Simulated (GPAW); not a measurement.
How far to go with the plane-wave cutoff: CdSe (R3m, 2 atoms in the cell)

```yaml
crystal:
  lattice:
    - [0.00000, 3.04013, 3.04013]
    - [3.04013, 0.00000, 3.04013]
    - [3.04013, 3.04013, 0.00000]
  atoms:
    - { symbol: Cd, position: [0.00475, 0.00475, 0.00475] }
    - { symbol: Se, position: [0.25000, 0.25000, 0.25000] }
```

Computed with LDA (Perdew-Wang 92), GPAW PAW datasets LDA (gpaw-data 1.0.1) (plane waves; GPAW).

Base settings: mode = pw; ecut = 550 eV; xc = LDA; kpts = 3 3 3; mesh shift (steps) = 0 0 0; occupations.name = fermi-dirac; occupations.width = 0.01 eV; nbands = -6; convergence.density = 1e-05 e/electron; convergence.energy = 1e-05 eV/electron.

The second cell is the first with its lattice scaled by 0.98.

The mesh stays at the base's, so the ladder's end is converged at best in this setting alone.

Only quantities that move along the ladder and can be compared are tabulated; the gap is left out on so coarse a mesh.

The count of work is k-points × plane waves × bands × iterations; it is no time. 

The starting cell has typed, rounded lattice constants, without a prior relaxation at this level. Its lattice was rescaled by up to half a per cent. One atom was moved a little off its site on purpose.

```csv
ecut,free energy less the last step's (meV/atom),energy of the compressed cell less the first (meV/atom),pressure (GPa),largest difference of a force vector from the last step's (eV/Å),count of work / last
190 eV,662.86,83.29,-18.39,0.015,0.038
220 eV,348.70,12.79,-4.21,0.007,0.057
250 eV,306.95,5.55,-1.79,0.004,0.086
275 eV,285.47,3.79,-2.52,0.001,0.091
300 eV,243.16,4.64,-3.44,0.002,0.090
330 eV,184.02,-1.58,-3.90,0.002,0.096
385 eV,79.21,8.45,-3.25,0.002,0.14
440 eV,26.52,5.35,-2.18,0.000,0.24
495 eV,7.00,5.09,-1.53,0.002,0.22
550 eV,1.77,5.10,-1.27,0.003,0.23
605 eV,0.86,5.04,-1.20,0.001,0.35
660 eV,0.78,5.04,-1.19,0.001,0.35
740 eV,0.61,5.03,-1.20,0.002,0.35
825 eV,0.33,5.03,-1.20,0.002,0.38
960 eV,0.08,5.03,-1.19,0.002,0.59
1100 eV,0.01,5.03,-1.19,0.001,0.72
1320 eV,0.00,5.03,-1.19,0.000,1.0
```

Coarsest ecut that holds the forces within 0.01 eV/Å of the last step, with all finer ones: 220 eV, at 0.057 of the last step's count of work; the step before is off by 0.015 eV/Å.

Coarsest ecut that holds the free energy within 2 meV/atom of the last step, with all finer ones: 550 eV, at 0.23 of the last step's count of work; the step before is off by 7.0 meV/atom.

Coarsest ecut that holds the energy of the compressed cell less the first within 2 meV/atom of the last step, with all finer ones: 440 eV, at 0.24 of the last step's count of work; the step before is off by 3.4 meV/atom.

The energy difference between the two cells stays within 1 meV/atom of the last step's from 440 eV on, the total only from 605 eV on: much of the error is common to both cells and cancels.

At the lowest cutoff the pressure lies 17.2 GPa under the last step's, the usual sign of Pulay stress in an incomplete plane-wave basis.
